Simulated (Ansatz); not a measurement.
Base system: GaP in the zinc blende structure (space group F-43m, No. 216; a = 5.438 Å).

Level of theory: plane-wave PAW DFT at the PBEsol level (Ansatz, an electronic-structure program, 420 eV), spin-orbit coupling left out.

Carriers are added at fixed cell with a uniform background; the Fermi–Dirac width is that of 300 K.

One change was made to it. Results:

The gap between the host's bands goes up by 0.031 eV, from 1.45 eV to 1.49 eV; the Fermi level relative to the doped band's edge (positive inside the band; to 0.05 eV) amounts to +0.25 eV; the gap character stays indirect, Γ → Γ–X (87 % along).

Question: Name the change that was made.
A. electrons 3.0×10^21 cm⁻³
B. electrons 1.0×10^22 cm⁻³
C. holes 1.0×10^21 cm⁻³
D. holes 3.0×10^21 cm⁻³

Answer: C, holes 1.0×10^21 cm⁻³. For comparison, the gap between the host's bands in the other runs: holes 3.0×10^21 cm⁻³ gives 1.55 eV; electrons 3.0×10^21 cm⁻³ gives 1.41 eV; electrons 1.0×10^22 cm⁻³ gives 1.32 eV.

Carriers are added with a uniform compensating background; total energy and stress of such cells depend on the potential's zero and are not compared; many-body gap narrowing is missing at this level. Stability against distortions was not tested.
